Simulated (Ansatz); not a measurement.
Base system: TlCl in the CsCl type structure (space group Pm-3m, No. 221; a = 3.769 Å). Axes: x, y, z lie along the cube axes.

All numbers come from PBEsol, PAW, 420 eV (Ansatz, a program for electronic structure; no spin-orbit coupling).

Before the change:

| Property | Value |
|---|---|
| Valley order | X along ⟨100⟩ 1.79 eV; R along ⟨111⟩ 2.19 eV |
| Electron mass | 0.14 mₑ along k, 0.27 mₑ across (at X) |
| Pressure | -0.01 GPa |
| Hole mass | 0.21 mₑ along k, 0.54 mₑ across (at X) |

Perturbation: uniaxial strain ε_zz = +1.50 %, all other strain components held at zero; the atoms relax in the strained cell.

Problem. What happens to the valley order, electron mass, pressure and hole mass?

Solution. The valley order (the lowest conduction-band minima on the path, energy above the VBM, named in the base's zone) becomes X along [010] 1.79 eV; X along [001] 1.89 eV; R along [111] 2.20 eV (base: X along ⟨100⟩ 1.79 eV; R along ⟨111⟩ 2.19 eV); the electron mass becomes 0.15 mₑ along k, 0.27 mₑ across (at X) (base: 0.14 mₑ along k, 0.27 mₑ across (at X)); the pressure (mean of the normal stresses, compression positive) decreases by 0.43 GPa, from -0.01 GPa to -0.44 GPa; the hole mass changes from 0.21 mₑ along k, 0.54 mₑ across (at X) to 0.22 mₑ along k, 0.56 mₑ across (at X).

With Tl present, leaving out spin-orbit coupling can change the band edges. The levels and masses belong to the bands next to the band gap. Masses are band curvatures over ±0.01 Å⁻¹ around the edge. Along k means along the line from Γ to the band edge. Whether these cells are dynamically stable was not tested.
